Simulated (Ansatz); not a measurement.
## KCl, response to strain

Start from KCl in the rock salt structure (space group Fm-3m, No. 225; a = 6.243 Å).

Strains are applied to the cell and any free atomic positions relax.

Computed with PBEsol (Ansatz, a program for electronic structure), no SOC.

Candidates:
(a) isotropic strain −3.00 %
(b) isotropic strain −1.50 %
(c) isotropic strain −2.50 %
(d) isotropic strain −1.00 %
(e) isotropic strain +3.00 %

Notes on the quantities. energy relative to the base: free energy F.

Problem. Order them by energy relative to the base, lowest first.

Solution. (d) isotropic strain −1.00 % (+1.7 meV/atom), (b) isotropic strain −1.50 % (+3.8 meV/atom), (c) isotropic strain −2.50 % (+11 meV/atom), (e) isotropic strain +3.00 % (+12 meV/atom), (a) isotropic strain −3.00 % (+16 meV/atom)

Stability against distortions was not tested.
